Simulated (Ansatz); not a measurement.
The parent structure is Lu in the hcp (Mg type) structure (space group P6_3/mmc, No. 194; a = 3.506 Å, c = 5.482 Å; relaxed with 0.1 eV smearing). Axes: x lies along a and z along c of the hexagonal cell.

The values are results of PBE, PAW, 420 eV (Ansatz, a quantum-chemistry and plane-wave program; no spin-orbit coupling), not measurements.

For the base:

- Pressure: 0.0 GPa
- Shortest interatomic distance: 3.407 Å

Now apply this change: biaxial strain −1.14 %, plane normal [001], relaxed out of plane (Cartesian); in-plane vectors clamped, the third vector and the atoms free.

Q: Predict the new out-of-plane strain, pressure and shortest interatomic distance.

A: The out-of-plane strain is +0.57 %; the pressure (mean of the normal stresses, compression positive) goes from zero to 0.8 GPa; the shortest interatomic distance stays essentially unchanged (3.407 Å against 3.406 Å).

Whether these cells are dynamically stable was not tested.
